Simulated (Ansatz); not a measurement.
For rock-salt LuN, LDA in Ansatz (PAW) gives:

- equilibrium lattice constant a: 4.656 Å
- bulk modulus B0: 198 GPa
- cohesive energy: 7.55 eV/atom
- band gap at the measured cell: 0.00 eV

What does HSE06 in Ansatz (PAW) give for the same quantities?


- lattice constant a: 4.757 Å (grows by 2.2 %)
- bulk modulus: 184 GPa (drops by 7.1 %)
- cohesive energy: 6.34 eV/atom (falls by 1.21 eV/atom)
- band gap at the measured cell: 0.90 eV (goes up by 0.90 eV)

Changes are worked out from the printed values.

Unless a cell is named, each level is at its own relaxed cell (LDA 12.62, HSE06 13.45 Å³/atom).

Levels without +SOC leave out spin–orbit coupling, which shifts energies and cells of such heavy elements.

Spin–orbit coupling is included only where a level's name says +SOC; with heavier elements it mostly lowers gaps and can invert bands. A gap of zero means that the bands touch or overlap. Density-functional gaps are differences of (generalised) Kohn–Sham levels.

Ansatz's density-functional and Hartree–Fock values are scalar-relativistic unless marked +SOC, with PAW data made under PBE.

Ansatz is a program for electronic structure.
